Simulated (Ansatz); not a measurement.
**A computed series for hypothetical ReO3 type LaBr3: response to strain**

Start from LaBr$_{3}$ in the ReO3 type structure (space group Pm-3m, No. 221; a = 5.885 Å; a hypothetical phase, not in the database extracts checked). Axes: x, y, z lie along the cube axes.

Strains are applied to the cell and any free atomic positions relax; under biaxial strain the out-of-plane vector relaxes too.

The values are results of PBE (Ansatz, an electronic-structure program; PAW; 420 eV plane waves; spin-orbit coupling left out), not measurements.

Notes on the quantities. pressure: mean of the normal stresses, compression positive; energy relative to the base: free energy F.

```tsv
change	gap character	pressure	space group	energy relative to the base
base	direct at R	-0.01 GPa	Pm-3m (No. 221)	0 meV/atom
biaxial strain −0.60 %, plane normal [001], relaxed out of plane	direct at A	0.28 GPa	P4/mmm (No. 123)	+0.8 meV/atom
biaxial strain +0.96 %, plane normal [001], relaxed out of plane	direct at A	-0.43 GPa	P4/mmm (No. 123)	+2.0 meV/atom
biaxial strain +3.00 %, plane normal [001], relaxed out of plane	direct at A	-1.16 GPa	P4/mmm (No. 123)	+18 meV/atom
biaxial strain −0.90 %, plane normal [111], relaxed out of plane	direct at T	0.10 GPa	R-3m (No. 166)	+0.4 meV/atom
isotropic strain −4.05 %	indirect, R → Γ	4.08 GPa	Pm-3m (No. 221)	+67 meV/atom
isotropic strain −2.94 %	indirect, R → Γ	2.72 GPa	Pm-3m (No. 221)	+34 meV/atom
uniaxial strain ε_xx = −1.44 %	direct at A	0.38 GPa	P4/mmm (No. 123)	+2.3 meV/atom
uniaxial strain ε_xx = −0.83 %	direct at A	0.21 GPa	P4/mmm (No. 123)	+0.7 meV/atom
tensor shear ε_xz = +2.18 %	direct at T	-0.01 GPa	Cmmm (No. 65)	+1.0 meV/atom
```

Whether these cells are dynamically stable was not tested. Labels are those of the standard path for the cell's own space group.
